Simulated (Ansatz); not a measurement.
Base system: MgO in the rock salt structure (space group Fm-3m, No. 225).

MgO has the cubic space group Fm-3m (No. 225), the rock salt structure, Pearson symbol cF8. Cell: a = b = c = 4.254 Å, α = β = γ = 90.00°. Mg on 4a is coordinated by 6 O at 2.127 Å (octahedral). O on 4b is coordinated by 6 Mg at 2.127 Å (octahedral). (Neighbours: up to the widest gap in distance over summed covalent radii, below 1.35, at either atom; cation-cation and far metal-metal contacts left out.)
(The calculation used a cell of 2 atoms; values per cell refer to that cell.)

Calculations: PBE (Ansatz, a first-principles code; PAW; 420 eV plane waves; without spin-orbit coupling).

For the base:

* **Pressure**: 0.01 GPa

It is then changed as follows: an isotropic linear strain of +0.50 %, atoms relaxed at fixed cell.

Task: How does this affect the energy relative to the base?

Result: The energy grows by 1.0 meV/atom.

Task: How does this affect the pressure?

Result: The pressure falls by 2.16 GPa, from 0.01 GPa to -2.15 GPa.

Whether these cells are dynamically stable was not tested.
